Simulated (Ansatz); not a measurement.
Worked example: self-consistent single point of KSc₂ (Fd-3m, 6 atoms in the cell) in Ansatz (a first-principles code).

Level of theory: LDA (PW92), default PAW files made with PBE (plane waves; Ansatz).

The change in words: lattice scaled by 1.03; basis.ecutwfc: 420 eV → 250 eV. Reference geometry:
```
KSc2
1.0
    0.00000     4.52342     4.52342
    4.52342     0.00000     4.52342
    4.52342     4.52342     0.00000
Sc K
4 2
Direct
  0.12500   0.12500   0.12500
  0.62500   0.12500   0.12500
  0.12500   0.62500   0.12500
  0.12500   0.12500   0.62500
  0.75000   0.75000   0.75000
  0.50000   0.50000   0.50000
```

Reference input (self-consistent single point, DFT, LDA (PW92), plane waves, default PAW files made with PBE): basis.ecutwfc = 420 eV; kpoints.mp_grid.grid = 9 9 9; hamiltonian.xc = lda; hamiltonian.pseudopotentials = {kind: paw} (the program's default PAW files); scf.occupations.method = cold; scf.occupations.width = 0.1 eV. This run's input differs from it in these lines:

Ansatz 0.2 input:
```diff
@@ -2,5 +2,5 @@
   lattice:
-    - [0.000000, 4.523421, 4.523421]
-    - [4.523421, 0.000000, 4.523421]
-    - [4.523421, 4.523421, 0.000000]
+    - [0.000000, 4.659124, 4.659124]
+    - [4.659124, 0.000000, 4.659124]
+    - [4.659124, 4.659124, 0.000000]
   atoms:
@@ -13,3 +13,3 @@
 basis:
-  ecutwfc: 420.0
+  ecutwfc: 250.0
 kpoints:
```

Output, abridged:

```
SCF iter   1: F=—  HF=-11342.537960 eV  |F-HF|=—  |Δ(HF+E_count)|=         —  Δρ=9.18e-3  dr2=6.41e-2  ethr=1.77e-3  ⟨swp⟩=7.8  Hψ=5948  notcnv=0
all-band conjugate gradients solve this SCF's bands
preconditioner: auto → Kerker (q_TF=auto, 2.240 Å⁻¹)
SCF iter   2: F=—  HF=-11342.515677 eV  |F-HF|=—  |Δ(HF+E_count)|=   2.23e-2  S|Δr|=    0.00e0  Δρ=3.98e-3  dr2=1.25e-2  ethr=1.03e-4  ⟨swp⟩=2.1  Hψ=2761  notcnv=0
   [... lines left out ...]
SCF iter   6: F=—  HF=-11342.511832 eV  |F-HF|=—  |Δ(HF+E_count)|=   9.10e-6  S|Δr|=    0.00e0  Δρ=2.82e-5  dr2=2.87e-6  ethr=9.52e-8  ⟨swp⟩=2.0  Hψ=1571  notcnv=0
SCF iter   7: F=—  HF=-11342.511831 eV  |F-HF|=—  |Δ(HF+E_count)|=   3.85e-7  S|Δr|=    0.00e0  Δρ=6.32e-6  dr2=1.85e-7  ethr=4.63e-9  ⟨swp⟩=2.0  Hψ=1589  notcnv=0
SCF iter   8: F=-11342.511831 eV  HF=-11342.511831 eV  |F-HF|=1.46e-8  |Δ(HF+E_count)|=   3.57e-8  S|Δr|=    0.00e0  Δρ=1.82e-6  dr2=2.21e-8  ethr=1.61e-10  ⟨swp⟩=5.4  Hψ=4286  notcnv=0
SCF 1 converged in 8 iterations: F = -11342.511831 eV  dr2 = 2.21e-8
Stability not checked (fill_not_monotonic)
Free energy (F): -11342.511831 eV
Internal energy: -11342.483335 eV  (E = F + TS)
E sigma→0 (E₀):  -11342.502333 eV
Entropy (-TS):   -0.028496 eV (-4.749 meV/atom)
Fermi energy:    5.907128 eV
--- Forces (eV/Å), atoms counted from 1 ---
  atom   1  Sc     0.00000000    -0.00000000    -0.00000000
   [... zero for the other atoms too ...]
--- Stress (GPa, compression-positive) ---
       -1.414107      -0.000000      -0.000000
       -0.000000      -1.414107      -0.000000
        0.000000      -0.000000      -1.414107
  P = ⅓ Tr σ = -1.4141 GPa (-14.141 kbar)
  The stress holds the Pulay correction. Without it, at fixed plane waves, as pw.x and ABINIT print it: P = -11.2918 GPa
```

The run converged in 8 iterations. Against the reference run the free energy rises by 310 meV/atom and the pressure goes from 0.63 to -1.41 GPa.

The starting cell was generated: these elements placed on a structure prototype, without a prior relaxation; it need not be a known phase or ordering of this composition. For this run, on top of that: lattice scaled by 1.03. Ansatz's pressure includes its estimate of the finite-basis (Pulay) stress. Without the estimate this run gives -11.29 GPa. The cutoff lies below the one recommended for these files.
